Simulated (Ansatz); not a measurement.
In₂SeS (model structure, started from the Cd2SeS type, P3m1, No. 156, 4 atoms in the cell), treated with PBE (PAW; Ansatz, a first-principles code).

Run with plane-wave cutoff 520 eV, 18×18×8 k mesh (along the axes of the cell as run), Fermi–Dirac smearing 0.05 eV, scalar-relativistic PAW data made under PBE.

Cell (relaxed at this level):

In2SSe has the trigonal space group P3m1 (No. 156), Pearson symbol hP4. Conventional cell: a = 4.1194 Å, b = 4.1194 Å, c = 9.7725 Å, α = 90.00°, β = 90.00°, γ = 120.00°. In1 on 1a has 1 S at 2.426 Å and 3 Se at 2.679 Å (tetrahedral). In2 on 1b sees 3 S at 2.824 Å (trigonal pyramidal). Se on 1b is surrounded by 3 In at 2.679 Å (trigonal pyramidal). S on 1a is coordinated by 1 In at 2.426 Å and 3 In at 2.824 Å. (Neighbours: up to the widest gap in distance over summed covalent radii, below 1.35, at either atom; cation-cation and far metal-metal contacts left out.)

Problem. Predict the band gap, smallest direct gap on the k points sampled and direct gap at Γ.

Solution. 
band gap: 0.48 eV
smallest direct gap on the k points sampled: 1.33 eV
direct gap at Γ: 1.92 eV

Note: the relaxation could raise the start's symmetry but not lower it, so the cell can be a saddle point; the cell has widely spaced layers and the level no dispersion term, so their spacing and the moduli can rest on weak binding.

Spin–orbit coupling is not included.

Computing time: very roughly 100 core-seconds.

A model structure was made by putting elements into a prototype or built by hand; it is no filed structure, need not be a known phase, and can be a saddle point held by its symmetry.
